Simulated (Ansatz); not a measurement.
## CdI2: pressure 0.3 GPa

Start from CdI$_{2}$ in the CdI2 type structure (space group P-3m1, No. 164; a = 4.153 Å, c = 6.551 Å; layered, stacked along the Cartesian z axis).

One thing is altered: a hydrostatic pressure of 0.3 GPa.

Computed with plane-wave PAW DFT at the PBEsol-D3(BJ) level (Ansatz, a program for electronic structure, 420 eV), no spin-orbit coupling. k-mesh 9×9×5 (Γ-centred); smearing 0.05 eV (Fermi–Dirac).

```tsv
quantity	base	changed	shift
volume per atom	32.61 Å³	32.22 Å³	-0.39 Å³
density	6.22 g/cm³	6.29 g/cm³	+0.07 g/cm³
lattice parameter a	7.847 bohr	7.821 bohr	-0.026 bohr
c/a ratio	1.577	1.574	-0.003
shortest interatomic distance	5.566 bohr	5.556 bohr	-0.010 bohr
enthalpy H = E + PV relative to the base's energy	–	+0.06 eV/atom	–
band gap	2.17 eV	2.15 eV	-0.028 eV
gap character	indirect, K–Γ (77 % along) → k = (0, 0.444, -0.400) in the run's primitive reciprocal basis	indirect, K–Γ (77 % along) → k = (0, 0.444, -0.400) in the run's primitive reciprocal basis	–
smallest direct gap	2.56 eV	2.57 eV	+0.01 eV
width of the top valence band	1.54 eV	1.62 eV	+0.073 eV
```

Final structure:

```
CELL_PARAMETERS angstrom
      4.13887     0.00000     0.00000
     -2.06944     3.58437     0.00000
      0.00000     0.00000     6.51612
ATOMIC_POSITIONS crystal
  Cd 0.00000 0.00000 0.00000
  I  0.66667 0.33333 0.26289
  I  0.33333 0.66667 0.73711
```

Cost of the whole job for the changed cell (relaxation, final SCF and bands): roughly 50 core-seconds.

Spin-orbit coupling, missing from the scalar runs, can matter with I. Load acts through the strain it causes; cell and atoms are relaxed under it. No phonon test of stability was made.
